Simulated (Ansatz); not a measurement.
Levels about the gap of amorphous In9Ga9Zn9O37K2 (66 atoms in a cell of 860 Å³, 5.63 g/cm³; zone centre alone, so wide bands show as single levels with stretches between that a denser mesh fills), at the geometry that PBE relaxed, where it gives 4.2 GPa on a denser mesh. The participation number counts the atoms over which a state spreads; weights are charges in smoothed Voronoi cells. The levels come from a single point, so bond lengths are those of that geometry. Method of the levels: PBE, scalar-relativistic without spin-orbit coupling (Ansatz, an electronic-structure program). Sampling: the zone centre alone; Fermi-Dirac width 0.02 eV; no spin polarisation.

The cell was made by melting and quenching with the CHGNet potential and then relaxed with DFT. O atoms were pushed apart under 1.9 Å during the dynamics, to hinder bonds among them. The hot cell started wider than the set density and was brought back towards it in steps. It is the lowest in DFT energy of 2 quenches. It is a model cell: composition and starting density were chosen by hand, and all elements were melted together. No dispersion term was used. Its density started from a set value of 5.63 and ended at 5.63 g/cm³. Cooling (nominally 210 K/ps over its main leg) ran many orders faster than in experiment, which tends to leave more defects and strain. One small periodic cell is one sample of the glass; other quenches scatter about these values. The volume was held where the preparation left it and the shape relaxed, at a PBE pressure of 4.2 GPa. Stress components on the final sampling reach 4.3 GPa.

| E - E(highest filled), eV | filling | participation number | largest on | weight O | weight In | weight Ga | weight Zn |
|---|---|---|---|---|---|---|---|
| -0.34 | filled | 22.0 | O, 4 neighbours | 0.86 | 0.03 | 0.02 | 0.09 |
| -0.28 | filled | 20.6 | O, 3 neighbours | 0.84 | 0.03 | 0.01 | 0.12 |
| -0.21 | filled | 14.9 | O, 4 neighbours | 0.87 | 0.02 | 0.01 | 0.10 |
| -0.15 | filled | 14.3 | O, 4 neighbours | 0.82 | 0.02 | 0.01 | 0.14 |
| -0.12 | filled | 16.8 | O, 5 neighbours | 0.83 | 0.02 | 0.01 | 0.13 |
| -0.08 | filled | 17.5 | O, 5 neighbours | 0.86 | 0.02 | 0.01 | 0.10 |
| 0.00 | filled | 18.1 | O, 5 neighbours | 0.82 | 0.02 | 0.01 | 0.14 |
| 1.00 | empty | 59.2 | In, 5 neighbours | 0.51 | 0.20 | 0.13 | 0.15 |
| 3.30 | empty | 15.5 | In, 5 neighbours | 0.56 | 0.30 | 0.04 | 0.09 |
| 3.76 | empty | 39.0 | In, 5 neighbours | 0.58 | 0.19 | 0.11 | 0.11 |
| 3.91 | empty | 27.1 | In, 5 neighbours | 0.56 | 0.25 | 0.05 | 0.13 |
| 3.94 | empty | 37.0 | In, 5 neighbours | 0.59 | 0.22 | 0.09 | 0.09 |
| 4.03 | empty | 36.9 | In, 6 neighbours | 0.59 | 0.20 | 0.12 | 0.08 |
| 4.28 | empty | 34.1 | Ga, 6 neighbours | 0.58 | 0.08 | 0.27 | 0.06 |

Most localised among these is the filled level at -0.15 eV, on a O atom, which has 4 neighbours (Zn 1.92 Å, Zn 1.95 Å, In 2.13 Å, K 2.70 Å).
